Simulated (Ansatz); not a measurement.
## MgTe: uniaxial strain ε_zz = +2.40 %

The reference is MgTe in the wurtzite structure (space group P6_3mc, No. 186; a = 4.509 Å, c = 7.338 Å). Axes: x lies along a and z along c of the hexagonal cell.

Now apply this change: uniaxial strain ε_zz = +2.40 %, all other strain components held at zero, atoms relaxed at fixed cell.

Calculations: LDA in Ansatz (plane waves to 420 eV, PAW, scalar-relativistic without spin-orbit coupling). k-mesh 9×9×5 (Γ-centred); smearing 0.05 eV (Fermi–Dirac).

```json
[
 {"quantity": "volume per atom", "base": "32.30 Å³", "changed": "33.07 Å³", "shift": "+0.775 Å³"},
 {"quantity": "energy relative to the base (free energy F)", "base": "0 meV/atom", "changed": "+3.4 meV/atom", "shift": "+3.4 meV/atom"},
 {"quantity": "pressure (mean of the normal stresses, compression positive)", "base": "0.00 GPa", "changed": "-0.88 GPa", "shift": "-0.88 GPa"},
 {"quantity": "band gap (an upper bound: an edge found on the path is not a true extremum; the base alone)", "base": "2.43 eV", "changed": "2.26 eV", "shift": "-0.17 eV"},
 {"quantity": "largest internal atomic displacement", "base": "–", "changed": "0.017 Å", "shift": "–"},
 {"quantity": "stress (xx, yy, zz, yz, xz, xy; compression positive)", "base": "–", "changed": "(-0.61, -0.61, -1.42, 0.00, 0.00, 0.00) GPa", "shift": "–"}
]
```

With Te present, leaving out spin-orbit coupling can change the band edges. Stability against distortions was not tested.

Ansatz is a quantum-chemistry and plane-wave program.
